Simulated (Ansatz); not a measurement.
Abridged Ansatz (a first-principles code) output:

```
Pseudopotential: Al, paw, valence charge 3
Pseudopotential: O, paw, valence charge 6
Crystal: 5 atoms, lattice volume = 62.425 Å³
Basis set: ecut = 420 eV, 1233 PW (Γ), exchange–correlation on 40×72×72 points (8 copies of the dense FFT grid, shifted against one another)
Bands: 17, of which v1, the nominal top of the filled ones, is band 12 counted from 1 (11 counted from 0)
Symmetry: 4 space group operations
k-points: 147 of 768 (time reversal used)
Functional: x = pbesol(κ = 0.804, μ = 0.12345679012345678), c = pbesol(β = 0.046)
SCF iter   1: F=—  HF=-2738.965170 eV  |F-HF|=—  |Δ(HF+E_count)|=         —  Δρ=1.18e-2  dr2=6.93e-2  ethr=1.77e-3  ⟨swp⟩=6.2  Hψ=15188  notcnv=0
SCF iter   2: F=—  HF=-2738.949171 eV  |F-HF|=—  |Δ(HF+E_count)|=   1.60e-2  Δρ=5.14e-3  dr2=1.07e-2  ethr=2.89e-4  ⟨swp⟩=2.1  Hψ=5694  notcnv=0  defer=147
SCF 1 converged in 8 iterations: F = -2738.946310 eV  dr2 = 1.54e-10
SCF converged after 8 iterations
Free energy (F): -2738.946310 eV
Internal energy: -2738.946310 eV  (E = F + TS)
E sigma→0 (E₀):  -2738.946310 eV
Fermi energy:    5.456285 eV
--- Forces (eV/Å), atoms counted from 1 ---
  atom   1  Al     0.00000000     0.00000000     0.00004728
  atom   2  Al     0.00000000     0.00000000    -0.00019143
  atom   3  O      0.00000000    -0.00002554    -0.00022201
  atom   4  O      0.00000000     0.00002554    -0.00022201
  atom   5  O      0.00000000     0.00000000     0.00059972
--- Stress (GPa, compression-positive) ---
       -0.004623       0.000000       0.000000
        0.000000      -0.006820       0.000000
        0.000000       0.000000       0.007110
  P = ⅓ Tr σ = -0.0014 GPa (-0.014 kbar)
```

Q: What was computed, and what are the main results?

A: Al2O3, 5 atoms in the cell, with PBEsol (Ansatz, PAW, no spin-orbit coupling). The last SCF converged to F = -2738.946310 eV, or -547.7893 eV per atom, at a pressure of 0.00 GPa. The total energy compares only with runs of the same code, potentials and settings.

Whether these cells are dynamically stable was not tested. The base started in Cc and relaxed to Amm2 at this level. The cell is Al2O3 (space group Amm2, No. 38; a hypothetical phase, not in the database extracts checked).
